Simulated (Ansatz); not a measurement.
The reference is PtTe2 (space group P-3m1, No. 164; a = 4.053 Å, c = 5.097 Å; layered; relaxed with 0.1 eV smearing). Axes: x lies along a and z along c of the hexagonal cell.

Computed with PBE-D3(BJ) (Ansatz, an electronic-structure program; PAW; 420 eV plane waves; without spin-orbit coupling).

Strains are applied to the cell and any free atomic positions relax; under biaxial strain the out-of-plane vector relaxes too.

One change was made to it. Results:

The pressure (mean of the normal stresses, compression positive) goes from zero to -2.1 GPa; the volume per atom goes up by 0.39 Å³, from 24.17 Å³ to 24.56 Å³.

Problem. What was done to the base?
A) biaxial strain −2.50 %, plane normal [001], relaxed out of plane
B) biaxial strain +2.00 %, plane normal [001], relaxed out of plane
C) biaxial strain +1.50 %, plane normal [001], relaxed out of plane
D) biaxial strain −1.00 %, plane normal [001], relaxed out of plane

Solution. B, biaxial strain +2.00 %, plane normal [001], relaxed out of plane. For comparison, the volume per atom in the other runs: biaxial strain −1.00 %, plane normal [001], relaxed out of plane gives 23.97 Å³; biaxial strain +1.50 %, plane normal [001], relaxed out of plane gives 24.46 Å³; biaxial strain −2.50 %, plane normal [001], relaxed out of plane gives 23.68 Å³.

No phonon test of stability was made. All final runs are without spin polarisation.
